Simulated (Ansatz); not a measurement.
What pressure 4.5 GPa does to LiNbO3

Take LiNbO$_{3}$ (space group R3c, No. 161; a = 5.137 Å, c = 13.885 Å (hexagonal axes)) as the base.

Now apply this change: cell and atoms relaxed at a pressure of 4.5 GPa.

Method: r2SCAN, PAW, 500 eV (Ansatz, an electronic-structure program; no SOC). k-mesh 8×8×8 (Γ-centred); smearing 0.05 eV (Fermi–Dirac).

* **Volume per atom**: 10.21 Å³ (base 10.58 Å³)
* **Density**: 4.81 g/cm³ (base 4.64 g/cm³)
* **Lattice parameter a**: 5.072 Å (base 5.137 Å)
* **c/a ratio**: 2.710 (base 2.703)
* **Shortest interatomic distance**: 1.876 Å (base 1.879 Å)
* **Enthalpy H = E + PV relative to the base's energy**: +0.29 eV/atom
* **Band gap**: 4.04 eV (an upper bound: an edge found on the path is not a true extremum; both cells) (base 4.00 eV)

Final structure:

```
CELL_PARAMETERS angstrom
      2.53625     1.46430     4.58289
     -2.53625     1.46430     4.58289
      0.00000    -2.92861     4.58289
ATOMIC_POSITIONS crystal
  Li 0.70146 0.70146 0.70146
  Li 0.20146 0.20146 0.20146
  Nb 0.98449 0.98449 0.98449
  Nb 0.48449 0.48449 0.48449
  O  0.61504 0.88179 0.26694
  O  0.88179 0.26694 0.61504
  O  0.26694 0.61504 0.88179
  O  0.76694 0.38179 0.11504
  O  0.38179 0.11504 0.76694
  O  0.11504 0.76694 0.38179
```

Load acts through the strain it causes; cell and atoms are relaxed under it. Stability against distortions was not tested.
